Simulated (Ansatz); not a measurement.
Consider the energy of the reaction as written. Reaction: 1/4 cell B + 3/8 O2 (gas) → cell A. The sign is products less reactants.

Cell A: a slab of Rh (fcc, Fm-3m) cut along (111), 9 atoms, hexagonal cell of 2.71 Å (6.4 Å²), symmetry P3m1, 16.7 Å thick under 16 Å of vacuum, in-plane vectors held at the crystal's; planes from bottom to top: Rh × 8 | O, its two faces unlike (dipole correction applied); added, foreign or displaced atoms, above the top plane: O bound to 3 Rh at 1.95 Å; spin state with PBE: run without spin, k-point mesh 20×20×1.
```yaml
crystal:
  lattice:
    - [2.70958, 0.00000, 0.00000]
    - [1.35479, 2.34656, 0.00000]
    - [0.00000, 0.00000, 32.78483]
  atoms:
    - { symbol: Rh, position: [0.66667, 0.66667, 0.24521] }
    - { symbol: Rh, position: [0.00000, 0.00000, 0.31140] }
    - { symbol: Rh, position: [0.33333, 0.33333, 0.37842] }
    - { symbol: Rh, position: [0.66667, 0.66667, 0.44619] }
    - { symbol: Rh, position: [0.00000, 0.00000, 0.51360] }
    - { symbol: Rh, position: [0.33333, 0.33333, 0.58108] }
    - { symbol: Rh, position: [0.66667, 0.66667, 0.64819] }
    - { symbol: Rh, position: [0.00000, 0.00000, 0.71903] }
    - { symbol: O, position: [0.33333, 0.33333, 0.75446] }
```

Cell B: a slab of Rh (fcc, Fm-3m) cut along (111), 33 atoms, hexagonal cell of 5.42 Å (25.4 Å²), symmetry P3m1, 16.7 Å thick under 16 Å of vacuum, in-plane vectors held at the crystal's; planes from bottom to top: Rh4 × 8 | O, its two faces unlike (dipole correction applied); added, foreign or displaced atoms, above the top plane: O bound to 3 Rh at 2.00 Å; spin state with PBE: run without spin, k-point mesh 8×8×1.
```
CELL_PARAMETERS angstrom
      5.41916     0.00000     0.00000
      2.70958     4.69313     0.00000
      0.00000     0.00000    32.78483
ATOMIC_POSITIONS crystal
  Rh 0.83344 0.33328 0.24535
  Rh 0.33328 0.33328 0.24535
  Rh 0.83333 0.83333 0.24533
  Rh 0.33328 0.83344 0.24535
  Rh 0.99992 0.99992 0.31142
  Rh 0.50016 0.99992 0.31142
  Rh 0.99992 0.50016 0.31142
  Rh 0.50000 0.50000 0.31148
  Rh 0.16667 0.16667 0.37853
  Rh 0.66670 0.16660 0.37855
  Rh 0.16660 0.66670 0.37855
  Rh 0.66670 0.66670 0.37855
  Rh 0.83303 0.33349 0.44632
  Rh 0.33349 0.33349 0.44632
  Rh 0.83333 0.83333 0.44620
  Rh 0.33349 0.83303 0.44632
  Rh 0.99987 0.99987 0.51385
  Rh 0.50025 0.99987 0.51385
  Rh 0.99987 0.50025 0.51385
  Rh 0.50000 0.50000 0.51394
  Rh 0.16667 0.16667 0.58153
  Rh 0.66648 0.16704 0.58151
  Rh 0.16704 0.66648 0.58151
  Rh 0.66648 0.66648 0.58151
  Rh 0.83289 0.33356 0.64829
  Rh 0.33356 0.33356 0.64829
  Rh 0.83333 0.83333 0.64947
  Rh 0.33356 0.83289 0.64829
  Rh 0.99603 0.99603 0.71728
  Rh 0.50793 0.99603 0.71728
  Rh 0.99603 0.50793 0.71728
  Rh 0.50000 0.50000 0.71437
  O  0.16667 0.16667 0.75383
```

Reference: an isolated O2 molecule (triplet) in a box of 11 × 11 × 13 Å.

Computed with Ansatz (plane waves, PAW), its default PAW set, cutoff 420 eV, 500 eV for r2SCAN. The structures are at rest with PBE, within the held lattices; other levels are single points on them. Neutral cells; Fermi-Dirac smearing of at most 0.10 eV in the solids, energies taken to zero width. The lattices are those relaxed with PBE, so at other levels the solids can be strained, which adds to the spread. Larger cells are relaxed from a start prepared with the learned potential CHGNet, on a coarser mesh till forces fall under 0.03 eV/Å, which some starts already meet. A dispersion term (D3(BJ), or D4 for r2SCAN) was computed beside these levels and is taken off wherever the name lacks it. Static lattices, no vibrational contributions. The structures are the rest points that the relaxations reached, not proven lowest. No Hubbard U is applied. No correction for cell size. The cells' k-point meshes differ in density, so the last digit is unsettled. Cell A has symmetry P3m1 and got no random move, so less symmetric positions, which may lie lower, weren't tried. Cell B has symmetry P3m1 and got no random move, so less symmetric positions, which may lie lower, weren't tried.

Problem. Estimate the value that PBE returns for this input.

Solution. -0.73 eV, for 1/4 cell B + 3/8 O2 (gas) → cell A.

Problem. How does the value move with the functional?

Solution. 
```tsv
Level	value (eV)	less PBE
r2SCAN	-0.95	-0.22
```

The levels span 0.22 eV, from r2SCAN (-0.95) to PBE (-0.73).

Ansatz is a program for electronic structure.
